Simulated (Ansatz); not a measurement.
MoRu (P-6m2, No. 187, 2 atoms in the cell; start mp-1221386) was calculated with LDA in Ansatz (PAW).

Run with plane-wave cutoff 520 eV, 24×24×12 k mesh (along the axes of the cell as run), Fermi–Dirac smearing 0.05 eV, no spin polarisation, scalar-relativistic PAW data made under PBE.

Cell (relaxed at this level):

MoRu is taken in the hexagonal space group P-6m2 (No. 187), Pearson symbol hP2. Conventional cell: a = 2.724 Å, b = 2.724 Å, c = 4.371 Å, α = 90.00°, β = 90.00°, γ = 120.00°. Mo on 1e is surrounded by 6 Ru at 2.693 Å and 6 Mo at 2.724 Å (anticuboctahedral). Ru on 1d is coordinated by 6 Mo at 2.693 Å and 6 Ru at 2.724 Å (anticuboctahedral). (Neighbours: up to the widest gap in distance over summed covalent radii, below 1.35, at either atom.)

Q: Estimate the bulk modulus B0 that the calculation returns.

A: 
bulk modulus B0: 318 GPa

Note: the run has no spin polarisation, so it can have missed a magnetic state; the bulk modulus is −V dP/dV from two relaxed cells at ±2 % in volume; the relaxation could not lower the start's symmetry, so the cell can be a saddle point above a distorted one.

The computed numbers hold no vibrational or temperature effects.

A start named mp-… is a Materials Project structure, which need not be a measured phase.

Ansatz is a first-principles code.
